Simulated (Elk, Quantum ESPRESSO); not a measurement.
A Quantum ESPRESSO input for a self-consistent single point of CsBr (Fm-3m, 2 atoms in the cell) (DFT, LDA (PZ), plane waves, GBRV 1.5 ultrasoft (LDA) pseudopotentials):

```fortran
&control
   calculation = 'scf'
   prefix = 'run'
   outdir = './out'
   pseudo_dir = './'
   tprnfor = .true.
   tstress = .true.
/
&system
   ibrav = 0
   nat = 2
   ntyp = 2
   ecutwfc = 40
   ecutrho = 200
   occupations = 'smearing'
   smearing = 'fd'
   degauss = 0.000734986
/
&electrons
   conv_thr = 1.0e-11
/
ATOMIC_SPECIES
Cs   132.9055  cs_lda_v1.uspp.F.UPF
Br    79.9040  br_lda_v1.4.uspp.F.UPF
ATOMIC_POSITIONS crystal
Cs    0.000000000    0.000000000    0.000000000
Br    0.500000000    0.500000000    0.500000000
K_POINTS automatic
6 6 6  0 0 0
CELL_PARAMETERS bohr
   0.000000000     6.918353483     6.918353483
   6.918353483     0.000000000     6.918353483
   6.918353483     6.918353483     0.000000000
```

Question: Write the same calculation as an input for Elk.

Answer: This is the input that was run; spellings and numerical settings could be chosen otherwise.

```
tasks
  0

tforce
  .true.

rgkmax
  8.0

gmaxvr
  18.0

lmaxapw
  10

lmaxo
  8

nxlo
  2

lorbcnd
  .true.

lradstp
  2

nrmtscf
  2.0

lmaxi
  4

swidth
  0.000367493

maxscl
  100

avec
    0.0000000000    6.9183534827    6.9183534827
    6.9183534827    0.0000000000    6.9183534827
    6.9183534827    6.9183534827    0.0000000000

sppath
  './'

atoms
  2
  'Cs.in'
  1
  0.0000000000  0.0000000000  0.0000000000    0.0 0.0 0.0
  'Br.in'
  1
  0.5000000000  0.5000000000  0.5000000000    0.0 0.0 0.0

ngridk
  6 6 6
```

Basis, cutoffs, solver keys and any potentials are the target program's own. This input uses DFT, LDA (PW92), all-electron FP-LAPW, Elk's shipped species files, APW+lo basis with extra local orbitals. LDA parametrisations can differ slightly between programs. Both were run: gap on the mesh 3.942 eV in Quantum ESPRESSO and 3.942 in Elk.

On Elk: the starting cell comes from a database of computed structures (which also holds hypothetical and non-ambient phases and stackings), without a prior relaxation at this level. Values depend on the basis (sphere radii, cutoffs, local orbitals), which need not be converged.

On Quantum ESPRESSO: the starting cell comes from a database of computed structures (which also holds hypothetical and non-ambient phases and stackings), without a prior relaxation at this level.
